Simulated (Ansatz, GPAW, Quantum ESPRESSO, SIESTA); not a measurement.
# Mg6CuW (Amm2, 8 atoms in the cell) computed with different codes at matched settings

Self-consistent single point.

```
Mg6CuW
1.0
    4.87389     0.00000     0.00000
    0.00000     3.03705     5.36648
    0.00000    -3.03705     5.36648
Mg Cu W
6 1 1
Direct
  0.50000   0.67338   0.16964
  0.50000   0.16964   0.67338
  0.00000   0.82950   0.34432
  0.00000   0.34432   0.82950
  0.00000   0.32157   0.32157
  0.00000   0.82325   0.82325
  0.50000   0.16610   0.16610
  0.50000   0.67224   0.67224
```

Shared settings, as Ansatz (a program for electronic structure) writes them: kpoints.mp_grid.grid = 6 5 5; scf.occupations.method = fermi_dirac; scf.occupations.width = 0.136 eV. Potentials and cutoffs stand in the table.

```json
[
 {"code": "SIESTA", "model": "GGA PBEsol, numerical atomic orbitals DZP, PseudoDojo PBEsol standard norm-conserving potentials (rewritten from UPF to PSML)", "pressure (GPa)": "-2.66", "largest force (eV/Å)": "0.091", "cutoff": "grid 300 Ry"},
 {"code": "Ansatz", "model": "PBEsol, PAW files made with PBE", "pressure (GPa)": "-4.37", "largest force (eV/Å)": "0.136", "cutoff": "420 eV"},
 {"code": "GPAW", "model": "PBEsol, GPAW PAW datasets PBEsol (made by gpaw-setup)", "pressure (GPa)": "-4.29", "largest force (eV/Å)": "0.134", "cutoff": "850 eV"},
 {"code": "Quantum ESPRESSO", "model": "PBEsol, PseudoDojo standard norm-conserving (PBESOL) pseudopotentials", "pressure (GPa)": "-4.35", "largest force (eV/Å)": "0.132", "cutoff": "95 Ry"}
]
```

Size of the force on each atom (eV/Å): Sizes of forces hide their directions.

| code | Mg1 | Mg2 | Mg3 | Mg4 | Mg5 | Mg6 | Cu7 | W8 |
|---|---|---|---|---|---|---|---|---|
| SIESTA | 0.059 | 0.059 | 0.091 | 0.091 | 0.065 | 0.061 | 0.039 | 0.004 |
| Ansatz | 0.019 | 0.019 | 0.133 | 0.133 | 0.125 | 0.136 | 0.006 | 0.018 |
| GPAW | 0.018 | 0.018 | 0.133 | 0.133 | 0.118 | 0.134 | 0.007 | 0.016 |
| Quantum ESPRESSO | 0.017 | 0.017 | 0.132 | 0.132 | 0.132 | 0.131 | 0.007 | 0.020 |

On Ansatz's run: spin-orbit coupling is off. Spin polarisation is off.

The spread over the programs that give each value: pressure within 1.71 GPa; largest force within 0.045 eV/Å.

SIESTA uses small atom-centred bases, whose incompleteness enters pressures, forces and empty levels differently from a plane-wave cutoff. Ansatz's pressure is given at a fixed set of plane waves, as the other plane-wave codes print theirs. In the pressure, SIESTA (by 1.69) lies more than 1 GPa from the median of the plane-wave programs. In the force vectors, SIESTA (by 0.200) lies more than 0.08 eV/Å from the median of the plane-wave programs.

On the base mesh (3 3 3) the same programs gave: Ansatz pressure -4.41 GPa; Quantum ESPRESSO pressure -4.39 GPa; GPAW pressure -4.34 GPa; SIESTA pressure -2.70 GPa.

The starting cell comes from a database of computed structures (which also holds hypothetical and non-ambient phases and stackings), without a prior relaxation at this level. Its lattice was rescaled by a random factor within 2.5 % of one.

Left out of this page: CP2K (unsound by tests on forces, stress, charge or solver warnings).

Keys are those of Ansatz 0.2.
